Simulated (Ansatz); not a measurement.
ZnInGaO$_{4}$ (R3m), PBEsol, rigid bands run with Ansatz (a quantum-chemistry and plane-wave program): N_c = 2.15e18 cm⁻³ at 300 K and an electron conductivity mass of 0.193 mₑ along z (a = (1.66, 0.96, 8.58) Å; b = (-1.66, 0.96, 8.58) Å; c = (0.00, -1.91, 8.58) Å).

Q: For 1e16 electrons per cm³ at 300 K, place the Fermi level, estimate the Seebeck coefficient of a parabolic band with constant τ, and give mobility and conductivity for τ = 50 fs.

A: The level lies k_BT ln(N_c/n) = 0.139 eV below the conduction-band minimum. S ≈ −(k_B/e)[ln(N_c/n) + 5/2] = -678 μV/K, against -677 μV/K from the full bands (mean over directions). μ = eτ/m = 456 cm²/(V·s) and σ = neμ = 0.730 S/cm. τ is assumed, not computed.

Band transport and this doping are assumed; polarons and phonon drag are left out. Spin-orbit coupling is left out.
